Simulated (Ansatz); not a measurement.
A self-consistent single point of BeCo (Pm-3m, 2 atoms in the cell) with Ansatz (a quantum-chemistry and plane-wave program).

Computed with PBEsol, PAW files made with PBE (plane waves; Ansatz).

The change in words: lattice scaled by 0.98. Reference geometry:
```xyz
2
Lattice="2.5718 0.0000 0.0000 0.0000 2.5718 0.0000 0.0000 0.0000 2.5718" Properties=species:S:1:pos:R:3 pbc="T T T"
Be     0.0000     0.0000     0.0000
Co     1.2859     1.2859     1.2859
```
Moments meant for the start (each program seeds them in its own way; μB, in the order of the atoms Be Co): 0.0 3.0.

Reference input (self-consistent single point, DFT, PBEsol, plane waves, PAW files made with PBE): kpoints.mp_grid.grid = 9 9 9; hamiltonian.xc = pbesol; hamiltonian.pseudopotentials = {kind: paw} (the program's default PAW files); magnetization.spin_polarized = true; scf.occupations.method = fermi_dirac; scf.occupations.width = 0.0073 Ry. This run's input differs from it in these lines:

Ansatz 0.2 input:
```diff
@@ -2,8 +2,8 @@
   lattice:
-    - [2.571750, 0.000000, 0.000000]
-    - [0.000000, 2.571750, 0.000000]
-    - [0.000000, 0.000000, 2.571750]
+    - [2.520315, 0.000000, 0.000000]
+    - [0.000000, 2.520315, 0.000000]
+    - [0.000000, 0.000000, 2.520315]
   atoms:
     - { symbol: Be, position_ang: [0.000000, 0.000000, 0.000000] }
-    - { symbol: Co, position_ang: [1.285875, 1.285875, 1.285875], spin: 3.0 }
+    - { symbol: Co, position_ang: [1.260158, 1.260158, 1.260158], spin: 3.0 }
 kpoints:
```

Output (repeated stretches shortened):

```
SCF iter   1: F=—  HF=-5185.260515 eV  |F-HF|=—  |Δ(HF+E_count)|=         —  Δρ=3.39e-1 (↑3.39e-1 ↓1.51e-1)  dr2=4.90e0  dr2_m=8.64e0  M=0.699 μB ∫|m|=0.810 μB  β_m=0.30  ethr=3.10e-3  ⟨swp⟩=4.9  Hψ=5181  notcnv=0
Mixer restart at iter 1: flushing history
all-band conjugate gradients solve this SCF's bands
preconditioner: auto → none
   [... lines left out ...]
SCF iter  12: F=—  HF=-5183.984608 eV  |F-HF|=—  |Δ(HF+E_count)|=  7.09e-10  Δρ=1.21e-6 (↑1.21e-6 ↓7.50e-7)  dr2=2.54e-11  dr2_m=1.41e-10  M=0.253 μB ∫|m|=0.279 μB  β_m=0.98  ethr=1.28e-11  ⟨swp⟩=1.7  Hψ=1338  notcnv=0  defer=38
SCF iter  13: F=-5183.984608 eV  HF=-5183.984608 eV  |F-HF|=3.64e-12  |Δ(HF+E_count)|=  3.64e-12  Δρ=1.33e-7 (↑1.33e-7 ↓6.56e-9)  dr2=1.91e-12  dr2_m=6.56e-13  M=0.253 μB ∫|m|=0.279 μB  ethr=1.00e-12  ⟨swp⟩=3.5  Hψ=3023  notcnv=0
SCF 1 converged in 13 iterations: F = -5183.984608 eV  dr2 = 1.91e-12
WARN: the starting moments were not kept: the SCF closed with an absolute magnetisation of 2.7e-1 μB, where they sum to 3 μB in size (1 site) …
Magnetization: 0.2528 μB (9.6264 up, 9.3736 down)
   [... lines left out ...]
Absolute magnetization: 0.2790 μB (∫|ρ↑−ρ↓|, with the PAW one-centre terms)
Free energy (F): -5183.984608 eV
Fermi energy:    16.096103 eV
   [... lines left out ...]
  atom   2  Co     0.00000000     0.00000000     0.00000000
--- Stress (GPa, compression-positive) ---
       13.013763      -0.000000       0.000000
       -0.000000      13.013763       0.000000
        0.000000      -0.000000      13.013763
  P = ⅓ Tr σ = 13.0138 GPa (130.138 kbar)
  The stress holds the Pulay correction. Without it, at fixed plane waves, as pw.x and ABINIT print it: P = 12.9109 GPa
```

The run converged in 13 iterations. Against the reference run the free energy rises by 17.2 meV/atom, the pressure goes from -1.24 to 13.01 GPa and the size of the net moment goes from 0.16 to 0.13 μB/atom.

The starting cell comes from a database of computed structures (which also holds hypothetical and non-ambient phases and stackings), without a prior relaxation at this level. For this run, on top of that: lattice scaled by 0.98. The moments shrank to a small part of their start, a low-spin state that need not be the lowest. The program warned that a starting moment was not kept. With a pressure of about 13 GPa the cell is away from its equilibrium volume at this level. Ansatz's pressure includes its estimate of the finite-basis (Pulay) stress.
